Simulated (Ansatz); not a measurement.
Functionals compared on a constructed model of the (111) surface of fcc Pd, a pseudomorphic layer of Sc in the host's stacking (bottom of the slab: a bare face, its two planes held), in Ansatz (plane waves, PAW). The structure was relaxed with PBE; the other rows are single points on it. Cutoff 420 eV (500 eV for r2SCAN).

Model: 7-atom slab, 14.2 Å thick at the start, 15x15x1 mesh, Fermi-Dirac 0.1 eV, dipole correction, 2 atoms held, the rest relaxed; held to the start's symmetry, so lower structures may exist; no spin, no spin-orbit, no U. In PBE it lies 0.02 eV a 1x1 cell over the lowest computed structure of the same composition (a pseudomorphic layer of Sc in the other hollow). These notes are the PBE run's.

| functional | work function of the top face (eV) | rough cost of the single point |
|---|---|---|
| PBE | 4.08 | – |
| RPBE | 3.97 | roughly 40 core-seconds |
| r2SCAN | [?] | very roughly 70 core-seconds |

Task: Fill in the missing entries.

Result: 
- r2SCAN, work function of the top face (eV): 4.14

Ansatz is a first-principles code.
